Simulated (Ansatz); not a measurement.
Consider TiO₂ in the rutile structure (space group P4_2/mnm, No. 136; a = 4.5481 Å, c = 2.9171 Å).

Level of theory: LDA/PAW in Ansatz (a quantum-chemistry and plane-wave program), spin-orbit coupling left out.

Before the change:

```
Quantity                              Result
---------------------  ---------------------
Pressure                            0.00 GPa
Valence-band top at Γ  0.00, -0.47, -0.47 eV
```

Now apply this change: an isotropic linear strain of −2.40 %; the atoms relax in the strained cell.

**Question.** Predict the new pressure.

**Answer.** The pressure (mean of the normal stresses, compression positive) goes from zero to 21.54 GPa.

**Question.** What does the calculation give for the valence-band top at Γ after the change?

**Answer.** The valence-band top at Γ (three highest levels, from the VBM) goes from 0.00, -0.47, -0.47 eV to 0.00, -0.52, -0.52 eV.

The levels and masses belong to the bands next to the band gap. Whether these cells are dynamically stable was not tested. All final runs are without spin polarisation.
